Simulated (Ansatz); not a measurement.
Base system: PbSe in the rock salt structure (space group Fm-3m, No. 225; a = 6.178 Å). Axes: x, y, z lie along the cube axes.

Calculations: plane-wave PAW DFT at the r2SCAN level (Ansatz, a quantum-chemistry and plane-wave program, 500 eV), no spin-orbit coupling.

Strains are applied to the cell and any free atomic positions relax; under biaxial strain the out-of-plane vector relaxes too.

One change was made to it. Results:

The volume per atom grows by 1.06 Å³ (29.48 Å³ → 30.54 Å³); the band gap increases by 0.09 eV to 0.76 eV.

Problem. Which of these changes matches the shifts?
(A) biaxial strain +1.50 %, plane normal [001], relaxed out of plane
(B) biaxial strain +2.00 %, plane normal [001], relaxed out of plane
(C) biaxial strain +2.50 %, plane normal [001], relaxed out of plane
(D) biaxial strain +3.00 %, plane normal [001], relaxed out of plane
(E) biaxial strain +1.00 %, plane normal [001], relaxed out of plane

Solution. B, biaxial strain +2.00 %, plane normal [001], relaxed out of plane. For comparison, the volume per atom in the other runs: biaxial strain +1.50 %, plane normal [001], relaxed out of plane gives 30.27 Å³; biaxial strain +2.50 %, plane normal [001], relaxed out of plane gives 30.81 Å³; biaxial strain +1.00 %, plane normal [001], relaxed out of plane gives 30.00 Å³; biaxial strain +3.00 %, plane normal [001], relaxed out of plane gives 31.08 Å³.

Spin-orbit coupling, missing from the scalar runs, can matter with Pb. Gaps are read on the SCF mesh and a high-symmetry path. No phonon test of stability was made.
